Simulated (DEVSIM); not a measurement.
Structure: Schottky contact on n-type Si, at 300 K.

```tsv
layer (left to right)	material	thickness (μm)	Nd (cm⁻³)	τn (s)	τp (s)
1	Si	11.0	3.2e15	3.4e-6	3.4e-6
```

Left contact: Schottky, work function 4.46 eV, emission velocity 5.6e6 cm/s. Right contact: ohmic. Voltage is applied to the left contact. Recombination: SRH at mid-gap. Gap narrowing is on: ΔEg = 6.92 meV × (l + √(l² + 0.5)), l = ln(N/1.3e17 cm⁻³), shared equally by both band edges. Mobility is μmin + (μ − μmin)/(1 + (N/Nref)^α).

The device is made up for the run: typed textbook-type constants, with dimensions and the other settings drawn at random. Values at 300 K.

```tsv
parameter	Si
gap (eV)	1.124
affinity (eV)	4.05
permittivity	11.7
Nc (cm⁻³)	2.86e19
Nv (cm⁻³)	3.1e19
μn (cm²/Vs)	1417
μp (cm²/Vs)	470
μn,min	52
μp,min	45
Nref,n	9.7e16
Nref,p	2.2e17
αn	0.68
αp	0.72
```

Model (solved in DEVSIM): 1D drift-diffusion, Boltzmann statistics, complete ionisation; no tunnelling, impact ionisation, image-force lowering or self-heating. Metal contacts follow the ideal Schottky-Mott rule: no Fermi-level pinning, no interface dipoles.

The metal work function was swept, all else fixed.

| metal work function (eV) | potential step across the device at zero bias (V) | dark forward voltage at 100 A/cm² (V) | largest field in the device at zero bias (V/cm) |
|---|---|---|---|
| 4.31 | 0.025 | 0.171 | 2900 |
| 4.36 | 0.075 | 0.186 | 7000 |
| 4.41 | 0.125 | 0.222 | 9900 |
| 4.46 | 0.175 | 0.269 | 12000 |
| 4.51 | 0.225 | 0.318 | 14000 |
| 4.56 | 0.275 | 0.368 | 16000 |
| 4.61 | 0.325 | 0.418 | 17000 |
| 4.66 | 0.375 | 0.468 | 19000 |

From the first row to the last the potential step across the device at zero bias goes from 0.025 to 0.375. From the first row to the last the dark forward voltage at 100 A/cm² goes from 0.171 to 0.468.
